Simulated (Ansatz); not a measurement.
Data:

End structure of a constructed model of the (111) surface of fcc Cu, (√3x√3)R30° layer of Cl, one a cell, in the other hollow (bottom of the slab: a bare face, its two planes held):

```yaml
crystal:
  lattice:
    - [3.85020, 2.22291, 0.00000]
    - [-3.85020, 2.22291, 0.00000]
    - [0.00000, 0.00000, 28.50000]
  atoms:
    - { symbol: Cu, position: [0.00000, 0.66667, 0.28171] }
    - { symbol: Cu, position: [0.33333, 0.33333, 0.28171] }
    - { symbol: Cu, position: [0.66667, 0.00000, 0.28171] }
    - { symbol: Cu, position: [0.00000, 0.33333, 0.35525] }
    - { symbol: Cu, position: [0.33333, 0.00000, 0.35525] }
    - { symbol: Cu, position: [0.66667, 0.66667, 0.35525] }
    - { symbol: Cu, position: [0.00000, 0.00057, 0.42848] }
    - { symbol: Cu, position: [0.33276, 0.66610, 0.42848] }
    - { symbol: Cu, position: [0.66724, 0.33333, 0.42848] }
    - { symbol: Cu, position: [0.00000, 0.66753, 0.50200] }
    - { symbol: Cu, position: [0.33419, 0.33333, 0.50200] }
    - { symbol: Cu, position: [0.66581, 0.99914, 0.50200] }
    - { symbol: Cu, position: [0.00000, 0.33333, 0.57450] }
    - { symbol: Cu, position: [0.33333, 0.00000, 0.57609] }
    - { symbol: Cu, position: [0.66667, 0.66667, 0.57609] }
    - { symbol: Cu, position: [0.00000, 0.99849, 0.64810] }
    - { symbol: Cu, position: [0.33485, 0.66818, 0.64810] }
    - { symbol: Cu, position: [0.66515, 0.33333, 0.64810] }
    - { symbol: Cl, position: [0.00000, 0.33333, 0.71343] }
```

Set-up: 19 atoms, 12.4 Å thick at the start; mesh 10x10x1; 0.1 eV smearing; dipole correction on; 6 atoms held, the rest relaxed; held to the start's symmetry, so lower structures may exist; no spin, no spin-orbit, no U. In PBE it is, or lies within 0.01 eV a 1x1 cell of, the lowest of the 2 structures of its composition computed so far; larger cells were not tried.

Question: What is the computed work function of the top face (Ansatz (an electronic-structure program) with PBE)?

Answer: 5.35 eV
